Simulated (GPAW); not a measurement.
## A self-consistent single point of NaHg3 (Pm-3m, 4 atoms in the cell) with GPAW

Method: LDA (Perdew-Wang 92), GPAW PAW datasets LDA (gpaw-data 1.0.1) (plane waves; GPAW).

The input file:

```python
from ase import Atoms
from ase.units import GPa
from gpaw import GPAW, PW

atoms = Atoms(['Na', 'Hg', 'Hg', 'Hg'],
              cell=[[4.640630, 0.000000, 0.000000],
                    [0.000000, 4.640630, 0.000000],
                    [0.000000, 0.000000, 4.640630]],
              scaled_positions=[[0.000000, 0.000000, 0.000000],
                                [0.000000, 0.500000, 0.500000],
                                [0.500000, 0.000000, 0.500000],
                                [0.500000, 0.500000, 0.000000]],
              pbc=True)

calc = GPAW(mode=PW(850),
            xc='LDA',
            kpts={'size': (10, 10, 10), 'gamma': True},
            occupations={'name': 'methfessel-paxton', 'width': 0.2, 'order': 0},
            nbands=-12,
            convergence={'forces': 0.001},
            symmetry={'symmorphic': False, 'tolerance': 0.0005},
            maxiter=100)

atoms.calc = calc

energy = atoms.get_potential_energy()
print('Energy (eV):', round(energy, 6))
forces = atoms.get_forces()
print('Forces (eV/Ang):')
print(forces.round(5))
stress = atoms.get_stress()
print('Stress (GPa, Voigt):', (stress / GPa).round(4))
```

The program printed (abridged):

```
Input parameters:
  convergence: {forces: 0.001}
  kpts: {gamma: True,
         size: (10, 10, 10)}
  maxiter: 100
  mode: {ecut: 850.0,
         name: pw}
  nbands: -12
  occupations: {name: methfessel-paxton,
                order: 0,
                width: 0.2}
  symmetry: {symmorphic: False,
             tolerance: 0.0005}

species:
  Na:
    name: Sodium
    Z: 11.0
    valence: 7
    core: 4
    charge: 0.0
    file: Na.LDA.gz

    # Using partial waves for Na as LCAO basis

  Hg:
    name: Mercury
    Z: 80.0
    valence: 18
    core: 62
    charge: 0.0
    file: Hg.LDA.gz

    # Using partial waves for Hg as LCAO basis

Reference energy: -1602993.591782  # eV

Spin-paired calculation

Convergence criteria:
 Maximum [total energy] change in last 3 cyles: 0.0005 eV / valence electron
 Maximum integral of absolute [dens]ity change: 0.0001 electrons / valence electron
 Maximum integral of absolute [eigenst]ate change: 4e-08 eV^2 / valence electron
 Maximum change in the atomic [forces] across last 2 cycles: 0.001 eV/Ang OR
Maximum error relative to the maximum force is below inf
 Maximum number of scf [iter]ations: 100

Symmetries present (total): 48
Symmetries with fractional translations: 0
1000 k-points: 10 x 10 x 10 Monkhorst-Pack grid + [1/20,1/20,1/20]
56 k-points in the irreducible part of the Brillouin zone
       k-points in crystal coordinates                weights
   0:     0.00000000    0.00000000    0.00000000          1/1000
   1:     0.10000000    0.00000000    0.00000000          6/1000
   2:     0.10000000    0.10000000    0.00000000         12/1000
   [... 7 lines left out ...]
          ...
  55:     0.50000000    0.50000000    0.50000000          1/1000

Wave functions: Plane wave expansion
  Cutoff energy: 850.000 eV
  Number of coefficients (min, max): 5575, 5682
  Pulay-stress correction: 0.000000 eV/Ang^3 (de/decut=0.000000)

Occupation numbers: Methfessel-Paxton:
  width: 0.2000  # eV
  order: 0

Eigensolver

Densities:
  Coarse grid: 32*32*32 grid
  Fine grid: 64*64*64 grid
  Total Charge: 0.000000

Density mixing:
  Method: separate
  Backend: pulay
  Linear mixing parameter: 0.05
  old densities: 5
  Damping of long wavelength oscillations: 50

Hamiltonian:
  XC and Coulomb potentials evaluated on a 64*64*64 grid
  External potential:
    NoExternalPotential

Number of atoms: 4
Number of atomic orbitals: 43
Number of bands in calculation: 42
Number of valence electrons: 61
Bands to converge: occupied

Density initialized from atomic densities
  42 bands from LCAO basis set

Atomic positions and initial magnetic moments

Positions:
   0 Na     0.000000    0.000000    0.000000    ( 0.0000,  0.0000,  0.0000)
   1 Hg     0.000000    2.320315    2.320315    ( 0.0000,  0.0000,  0.0000)
   2 Hg     2.320315    0.000000    2.320315    ( 0.0000,  0.0000,  0.0000)
   3 Hg     2.320315    2.320315    0.000000    ( 0.0000,  0.0000,  0.0000)

Unit cell:
           periodic     x           y           z      points  spacing
  1. axis:    yes    4.640630    0.000000    0.000000    32     0.1450
  2. axis:    yes    0.000000    4.640630    0.000000    32     0.1450
  3. axis:    yes    0.000000    0.000000    4.640630    32     0.1450

  Lengths:   4.640630   4.640630   4.640630
  Angles:   90.000000  90.000000  90.000000

Effective grid spacing dv^(1/3) = 0.1450

     iter     time        total  log10-change:
                         energy   eigst   dens  force
iter:   1 --:--:--    -7.445552
iter:   2 --:--:--    -7.431860   -1.01  -1.62
iter:   3 --:--:--    -7.421996c  -1.69  -1.65
iter:   4 --:--:--    -7.417722c  -2.76  -2.11
iter:   5 --:--:--    -7.341489   -2.35  -2.13
iter:   6 --:--:--    -7.338083   -3.79  -2.64
iter:   7 --:--:--    -7.338149c  -4.70  -2.97
iter:   8 --:--:--    -7.338606c  -4.96  -2.95
iter:   9 --:--:--    -7.338638c  -4.53  -3.02
iter:  10 --:--:--    -7.338859c  -5.10  -3.25
iter:  11 --:--:--    -7.338907c  -5.42  -3.41
iter:  12 --:--:--    -7.338931c  -5.27  -3.56
iter:  13 --:--:--    -7.338933c  -7.38  -4.42c
iter:  14 --:--:--    -7.338933c  -7.60c -4.74c
iter:  15 --:--:--    -7.338933c  -8.55c -4.82c -25.38c

Converged after 15 iterations.

Dipole moment: (0.000000, -0.000000, -0.000000) |e|*Ang

Energy contributions relative to reference atoms: (reference = -1602993.591782)

Kinetic:        +45.114645
Potential:      -33.688187
External:        +0.000000
XC:             -12.252209
Entropy (-ST):   -0.025868
Local:           -6.500248
SIC:             +0.000000
--------------------------
Free energy:     -7.351867
Extrapolated:    -7.338933

Showing only first 2 kpts
 Kpt  Band  Eigenvalues  Occupancy
  0    28      4.65876    1.93813
  0    29      4.65876    1.93813
  0    30      5.19848    0.05127
  0    31      5.19848    0.05127

  1    28      3.57150    2.00000
  1    29      4.67760    1.91707
  1    30      5.31830    0.00517
  1    31      5.31830    0.00517

Fermi level: 4.92282

No gap
No difference between direct/indirect transitions
Energy (eV): -7.338933

Forces in eV/Ang:
  0 Na    0.00000    0.00000    0.00000
  1 Hg   -0.00000    0.00000    0.00000
  2 Hg    0.00000   -0.00000    0.00000
  3 Hg    0.00000    0.00000   -0.00000

Stress tensor:
     0.022765     0.000000     0.000000
     0.000000     0.022765     0.000000
     0.000000     0.000000     0.022765
Stress (GPa, Voigt): [3.6473 3.6473 3.6473 0.     0.     0.    ]
```

The run converged in 15 iterations. GPAW prints stress with tension positive.

The starting cell comes from a database of computed structures (which also holds hypothetical and non-ambient phases and stackings), without a prior relaxation at this level. Spin-orbit coupling is off. With a pressure of about -4 GPa the cell is away from its equilibrium volume at this level.

Cost on one core of a shared machine: roughly 2 min.
